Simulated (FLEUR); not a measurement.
FLEUR run on Zr3S2 (R32, 5 atoms in the cell): self-consistent single point.

Method of the run: LDA (Perdew-Zunger), all-electron FLAPW (FLEUR), scalar-relativistic valence run with FLEUR.

```xyz
5
Lattice="2.9025 1.6758 3.4878 -2.9025 1.6758 3.4878 0.0000 -3.3516 3.4878" Properties=species:S:1:pos:R:3 pbc="T T T"
Zr    -1.9663     0.0000     5.2317
Zr     0.9831    -1.7029     5.2317
Zr     0.9831     1.7029     5.2317
S      0.0000     0.0000     3.5049
S      0.0000     0.0000     6.9584
```

Reference input (self-consistent single point, DFT, LDA (Perdew-Zunger), all-electron FLAPW (FLEUR), scalar-relativistic valence): Kmax = 4.4 1/bohr; GmaxXC = 17.6 1/bohr; xcFunctional = pz; jspins = 1; l_soc = F; mode = hist; fermiSmearingEnergy = 0.00367493 Htr; mesh (inpgen div1-3) = 7 7 7; inpgen gamma flag = false; Gmax = 17.6 1/bohr; numbands = 0; maxIterBroyd = 40. This run's input differs from it in these lines:

```diff
@@ -18,3 +18,3 @@
 &exco xctyp='pz' /
-&kpt div1=7 div2=7 div3=7 /
+&kpt div1=4 div2=4 div3=4 gamma=t /
 &end /
```

The program printed (abridged):

```
 Iteration:     1   Distance:       6.28884524 me/bohr^3
 Iteration:     2   Distance:       5.71522086 me/bohr^3
 Iteration:     3   Distance:       3.04403513 me/bohr^3
 Iteration:     4   Distance:       1.24929971 me/bohr^3
 Iteration:     5   Distance:       0.71026294 me/bohr^3
   [... 7 lines left out ...]
 Iteration:    13   Distance:       0.00027986 me/bohr^3
 Iteration:    14   Distance:       0.00004004 me/bohr^3
 Iteration:    15   Distance:       0.00001718 me/bohr^3
 Iteration:    16   Distance:       0.00000651 me/bohr^3
 Reset of history
 Run finished successfully
 Stop message:
   Structural relaxation: new displacements generated

[file out, last iteration]
             iter=     17
[...]
          total density-effective poten   -1.8759942945E+04
          total charge density-energy d   -3.8011102161E+02
 Updated energy parameters for spin:           1
[...]
 fermi energy and band-weighting factors:

[...]
FERMIE:
          first approx. to ef    (T=0)  :   0.390060 htr   (energy of the highest occ. eigenvalue)
          number of occ. states  (T=0)  :        310
          first approx. to seigv (T=0)  : -14.455760 htr
          sum of weights of occ. states :  24.000000
          sum of semicore charge        :   0.000000 e
FERHIS:  Fermi-Energy by histogram:
          bandgap                     :   0.000605 htr
   [... lines left out ...]
          charge neutrality (T=0)     :   0.000000    (zero if the highest occ. eigenvalue is "entirely" occupied)
     EF_NEWTON:  Adjust Fermi-Energy by Newton-Method.
 Direct bandgap for spin            1 :    1.2914822186952946E-003  Htr
 ---->    free energy=                    -11582.1578754654 htr
   [... lines left out ...]
      extrapolation for T->0
 ---->    total electron energy=          -11582.1561267414 htr
 ***** TOTAL FORCES ON ATOMS *****
 TOTAL FORCE FOR ATOM TYPE=  1  X=  1.769   Y= -3.167   Z=  3.295
                       FX_TOT= 0.002784 FY_TOT= 0.000000 FZ_TOT= 0.000000
 TOTAL FORCE FOR ATOM TYPE=  2  X=  0.000   Y=  0.000   Z=  6.623
                       FX_TOT= 0.000000 FY_TOT= 0.000000 FZ_TOT=-0.000130
```

The run converged in 16 iterations. FLEUR gives forces in its relaxation mode, with a further iteration, so its stop message speaks of a relaxation. Against the reference run the free energy goes down by 2.2 meV/atom and the largest force goes from 0.163 to 0.143 eV/Å.

The starting cell comes from a database of computed structures (which also holds hypothetical and non-ambient phases and stackings), without a prior relaxation at this level. Values depend on the basis (sphere radii, cutoffs, local orbitals), which need not be converged. The log's line on a gap gives a spacing of levels on this mesh, which the program prints for metals too.

Cost on one core of a shared machine: roughly 3 min.
